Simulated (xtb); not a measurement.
xtb 6.7.1, GFN1-xTB: Ba(OH)(SH)(NH3)2 ([NH3]->[Ba](<-[NH3])([OH])[SH]), 13 atoms. The geometry is a generated start, not checked to be a minimum at this level.

- method: GFN1-xTB
- --acc: 1 (default)
- --etemp (K): 300 (default)
- detailed input (--input): none: ANC optimiser, Lindh (1995) Hessian, microcycle=20, maxdispl=1.0, hlow=0.01 (default)
- basis functions: 48
- valence electrons: 32

```xyz
13

Ba    -0.4923     0.8109    -0.3112
O     -2.1041     1.9135     0.1493
H     -2.8547     2.4595     0.3743
S      0.1689    -0.9103     1.8814
H     -0.6070    -0.3279     2.7762
N      2.3015     1.1289     0.0608
H      2.2963     0.4567     0.8252
H      2.7192     1.9794     0.4203
H      2.9204     0.7641    -0.6574
N     -1.0414    -1.7943    -1.3592
H     -1.3950    -2.1911    -0.4935
H     -0.1894    -2.2987    -1.5796
H     -1.7224    -1.9908    -2.0866
```

The structure is relaxed from this start with --opt LEVEL for the levels crude, sloppy, loose, lax, normal, tight, vtight, extreme, once each. Up to the end of the extreme run atoms move by at most 1.7 Å along an axis.

Q: What is the loosest level that ends within 1 meV of the extreme run, and how many cycles does it take?

A: lax: 74 cycles against 82, ending 0.57 meV above.

| level | cycles | energy above the extreme run (meV) | gradient norm (eV/Å) |
|---|---|---|---|
| crude | 8 | 310 | 0.51 |
| sloppy | 15 | 280 | 0.27 |
| loose | 25 | 260 | 0.092 |
| lax | 74 | 0.57 | 0.076 |
| normal | 76 | 0.085 | 0.043 |
| tight | 78 | 0.020 | 0.032 |
| vtight | 81 | under 0.01 | 0.0046 |
| extreme | 82 | — | 0.0029 |
